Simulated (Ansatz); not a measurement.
System: CsCl-type CuZn. Method: r²SCAN-D4 in Ansatz (PAW).

Run with plane-wave cutoff 560 eV, 18×18×18 k mesh, Fermi–Dirac smearing 0.05 eV, no spin polarisation, scalar-relativistic PAW data made under PBE.

Cell (relaxed at this level):

```xyz
2
Lattice="2.9067 0.0000 0.0000 0.0000 2.9067 0.0000 0.0000 0.0000 2.9067" Properties=species:S:1:pos:R:3 pbc="T T T"
Zn     1.4533     1.4533     1.4533
Cu     0.0000     0.0000     0.0000
```

Task: Estimate the bulk modulus and pressure derivative B′ of the bulk modulus that the calculation returns.

Result: 
- bulk modulus = 140 GPa
- pressure derivative B′ of the bulk modulus = 4.9

The run finds no gap.

Measured, for comparison: bulk modulus 116 GPa (temperature not stated, not corrected to a static lattice; as tabulated in Nepal et al. (2020), arXiv:2007.11150). Computed (rounded) less measured: bulk modulus +21 %.

The computed numbers hold no vibrational or temperature effects.

Computing time: very roughly 3 core-minutes.

Ansatz is a program for electronic structure.
